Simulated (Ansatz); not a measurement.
Reference: ZnO (P6_3mc), r2SCAN with spin-orbit coupling, rigid bands (plane waves, PAW; Ansatz, a first-principles code); axes and stresses refer to this cell.

```xyz
4
Lattice="3.2299 0.0000 0.0000 -1.6150 2.7972 0.0000 0.0000 0.0000 5.2147" Properties=species:S:1:pos:R:3 pbc="T T T"
Zn     0.0000     1.8648    -0.0102
Zn     1.6150     0.9324     2.5972
O      0.0000     1.8648     1.9657
O      1.6150     0.9324     4.5730
```

* **electron conductivity mass**: 0.21 mₑ
* **Seebeck coefficient, n-type 1e19 cm⁻³**: -116 μV/K
* **hole conductivity mass**: 2.1 mₑ

After one change the values are electron conductivity mass 0.22 mₑ; Seebeck coefficient, n-type 1e19 cm⁻³ -123 μV/K; hole conductivity mass 1.92 mₑ. Name the change that produced these shifts.
(A) hydrostatic pressure of 13.2 GPa (compression positive)
(B) uniaxial stress along c of -8.8 GPa (compression positive)
(C) hydrostatic pressure of -6.6 GPa (compression positive)

A, hydrostatic pressure of 13.2 GPa (compression positive)

Masses are for dilute carriers at 300 K, harmonic means over directions unless an axis is named. Seebeck coefficients are for the stated density at 300 K, with one relaxation time for all states and whether or not that doping can be reached. Stresses and pressures are the targets of the relaxation.  The structure type is held under load, also where the real crystal would transform.
